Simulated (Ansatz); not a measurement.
Take GaSb in the zinc blende structure (space group F-43m, No. 216; a = 6.1324 Å) as the base.

Modification: a negative pressure, −1 GPa.

Levels (all Ansatz, a first-principles code, PAW): r2SCAN (500 eV, spin-orbit coupling left out); HSE06+SOC (420 eV, with spin-orbit coupling).

The geometry is relaxed with r2SCAN.

```
Quantity                                    Value
----------------------------  -------------------
r2SCAN valence-band top at Γ  0.00, 0.00, 0.00 eV
r2SCAN band gap                           0.26 eV
```

Q: Predict the valence-band top at Γ and band gap from HSE06+SOC.

A: The valence-band top at Γ (three highest Kramers pairs, from the VBM) changes from 0.00, 0.00, 0.00 eV to 0.00, 0.00, -0.77 eV; the band gap goes up by 0.10 eV, from 0.26 eV to 0.36 eV. The threefold valence maximum splits by Δso ≈ 0.77 eV.

Single points use the geometry relaxed with r2SCAN. Their cutoffs differ, which shifts pressures a little. Differences between runs with and without spin-orbit coupling are approximate. Spin-orbit coupling, missing from the scalar runs, can matter with Sb. Load acts through the strain it causes; cell and atoms are relaxed under it. No phonon test of stability was made. A zero or small gap of GaSb under pressure −1 GPa can be the functional's error rather than a property of the material.
